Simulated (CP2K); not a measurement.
Band structure of InSnTe2 (R-3m, 4 atoms in the cell).

```xyz
4
Lattice="7.6742 0.0000 0.0000 6.3754 4.2718 0.0000 6.3754 1.9384 3.8066" Properties=species:S:1:pos:R:3 pbc="T T T"
In     0.0000     0.0000     0.0000
Sn    10.2125     3.1051     1.9033
Te    15.3010     4.6522     2.8517
Te     5.1241     1.5580     0.9550
```

Computed with LDA (Pade form), GPW, DZVP-MOLOPT-SR-GTH basis, GTH-PADE potentials (GTH_POTENTIALS) (CP2K).

Settings: CUTOFF = 500 Ry; REL_CUTOFF = 50 Ry; SMEAR/METHOD = FERMI_DIRAC; ELECTRONIC_TEMPERATURE = 1160.45 K; KPOINTS/SCHEME = MONKHORST-PACK 6 6 6; GAMMA_CENTERED = T; XC_FUNCTIONAL = PADE; In/BASIS_SET = DZVP-MOLOPT-SR-GTH-q13; In/POTENTIAL = GTH-PADE-q13; Sn/BASIS_SET = DZVP-MOLOPT-SR-GTH-q4; Sn/POTENTIAL = GTH-PADE-q4; Te/BASIS_SET = DZVP-MOLOPT-SR-GTH-q6; Te/POTENTIAL = GTH-PADE-q6; METHOD = GPW.

The starting cell comes from a database of computed structures (which also holds hypothetical and non-ambient phases and stackings), without a prior relaxation at this level. Spin-orbit coupling is off. Values carry the incompleteness of an atom-centred basis.

Levels in eV from the Fermi level, bands 11 to 16:
| point | 11 | 12 | 13 | 14 | 15 | 16 |
|---|---|---|---|---|---|---|
| Γ | -1.56 | -1.49 | -1.29 | -1.29 | 0.76 | 1.28 |
| L | -3.36 | -2.58 | -2.34 | -1.70 | -1.41 | 3.19 |
| Z | -1.53 | -1.43 | -1.43 | -0.29 | 0.05 | 2.07 |
| F | -3.14 | -3.08 | -1.27 | -1.23 | 0.83 | 1.33 |
| P1 | -3.06 | -2.90 | -1.90 | -1.48 | 0.19 | 1.45 |
| P | -3.06 | -2.90 | -1.90 | -1.48 | 0.19 | 1.45 |

Bands cross the Fermi level along this path, so the cell is metallic at this level.

Higher empty bands are left out: an atom-centred basis made for the valence describes them poorly.
